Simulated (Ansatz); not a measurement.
**Computed paths: W-vacancy pair in hcp Ru, neutral cell**

Defect: W-vacancy pair (W on one host Ru site, one Ru site vacant) in hcp Ru, neutral cell. Calculation: PBE, PAW (plane waves to 420 eV; Ansatz, an electronic-structure program).

Cell of 36 host sites held at the relaxed PBE lattice; a 2×2×2 k-point mesh shifted by half a step along c; Fermi-Dirac width 0.10 eV, spin-restricted; finite-size errors left in. No zero-point or tunnelling terms. Spin-orbit coupling is left out. Forms of the defect that were not tried may lie lower.

Barriers: single points on a 4×4×4 k-point mesh shifted by half a step along c at the bands' geometries (they differ from the bands' own by up to 0.23 eV, and are uncertain by about as much).

```tsv
Route	Start site over the lowest site run (eV)	Hop (Å)	Forward barrier (eV)	Backward barrier (eV)	Neighbours at the start	Neighbours at the saddle	Saddle order	Forward, on the band's own sampling (eV)
the W atom itself jumps into the vacancy (W-vacancy distance between ideal sites 2.66 Å throughout)	0.00	2.53	1.86	1.86	2 Ru at 2.66, 2 Ru at 2.67, 3 Ru at 2.71, 2 Ru at 2.73, 2 Ru at 2.75 Å	4 Ru at 2.49, 4 Ru at 3.02 Å	not checked, on a symmetry element	2.09
the W atom itself jumps into the vacancy (W-vacancy distance between ideal sites 2.72 Å throughout)	0.01	2.69	2.19	2.19	2 Ru at 2.67, 4 Ru at 2.68, 2 Ru at 2.72, 2 Ru at 2.74, Ru at 2.74 Å	Ru at 2.45, 2 Ru at 2.48, Ru at 2.62, 4 Ru at 2.86 Å	not checked, on a symmetry element	2.35
```

Paths come from climbing-image nudged elastic band runs. Of the routes that converged and passed our checks, the lowest saddle point lies 1.86 eV above the lowest of the sites run (the W atom itself jumps into the vacancy (W-vacancy distance between ideal sites 2.66 Å throughout)); other sites, such as split forms, and other routes may lie lower. A band can be held on a symmetry element, so unchecked saddle points there may be too high.
